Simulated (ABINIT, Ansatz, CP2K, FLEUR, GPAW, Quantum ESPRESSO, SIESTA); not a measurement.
## Code comparison for Al2Cu (I4/mcm, 6 atoms in the cell)

Self-consistent single point, at a second geometry (lattice scaled by 0.98). First geometry:

```yaml
crystal:
  lattice:
    - [-2.93382, 2.93382, 2.34081]
    - [2.93382, -2.93382, 2.34081]
    - [2.93382, 2.93382, -2.34081]
  atoms:
    - { symbol: Al, position: [0.84139, 0.65861, 0.50000] }
    - { symbol: Al, position: [0.15861, 0.34139, 0.50000] }
    - { symbol: Al, position: [0.65861, 0.15861, 0.81722] }
    - { symbol: Al, position: [0.34139, 0.84139, 0.18278] }
    - { symbol: Cu, position: [0.25000, 0.25000, 0.00000] }
    - { symbol: Cu, position: [0.75000, 0.75000, 0.00000] }
```

Shared settings, as Ansatz (a program for electronic structure) writes them: kpoints.mp_grid.grid = 7 7 7; scf.occupations.method = gaussian; scf.occupations.width = 0.2 eV. Potentials and cutoffs stand in the table.

| code | model | ΔF from the first geometry (meV/atom) | pressure (GPa) | largest force (eV/Å) | cutoff |
|---|---|---|---|---|---|
| SIESTA | GGA PBE, numerical atomic orbitals DZP, PseudoDojo PBE standard norm-conserving potentials (rewritten from UPF to PSML) | 91.1 | 24.36 | 0.275 | grid 350 Ry |
| Quantum ESPRESSO | PBE, PSlibrary ultrasoft (PBE) pseudopotentials | 90.8 | 23.61 | 0.206 | 50 Ry |
| FLEUR | PBE, all-electron FLAPW (FLEUR), scalar-relativistic valence | – | – | 0.206 | Kmax 4.4 1/bohr |
| ABINIT | PBE, PAW (JTH v2.0 PBE PAW) | 90.4 | 23.76 | 0.197 | 30 Ha |
| CP2K | PBE, GPW, DZVP-MOLOPT-SR-GTH basis, GTH-PBE potentials (GTH_POTENTIALS) | 94.1 | 24.67 | 0.243 | grid 600 Ry |
| Ansatz | PBE, default PAW files | 91.1 | 24.03 | 0.202 | default |
| GPAW | PBE, GPAW PAW datasets PBE (gpaw-data 1.0.1) | 95.5 | 24.79 | 0.222 | 800 eV |

A dash marks a value that a program does not give, or that is left out as unsure.

On Ansatz's run: spin polarisation is off.

The spread over the programs that give each value: ΔF from the first geometry within 5.1 meV/atom; pressure within 1.18 GPa; largest force within 0.078 eV/Å.

SIESTA and CP2K use small atom-centred bases, whose incompleteness enters pressures, forces and empty levels differently from a plane-wave cutoff. FLEUR treats all electrons, but the usual bases taken here (sphere radii, linearisation, local orbitals, empty states) were not tested for convergence, so the values are no reference for the others. Ansatz's pressure is given at a fixed set of plane waves, as the other plane-wave codes print theirs; with its correction for the finite basis it is 24.12 GPa.

The starting cell comes from a database of computed structures (which also holds hypothetical and non-ambient phases and stackings), without a prior relaxation at this level. Its lattice was rescaled by a random factor within 2.5 % of one. For this run, on top of that: lattice scaled by 0.98.

Keys are those of Ansatz 0.2.
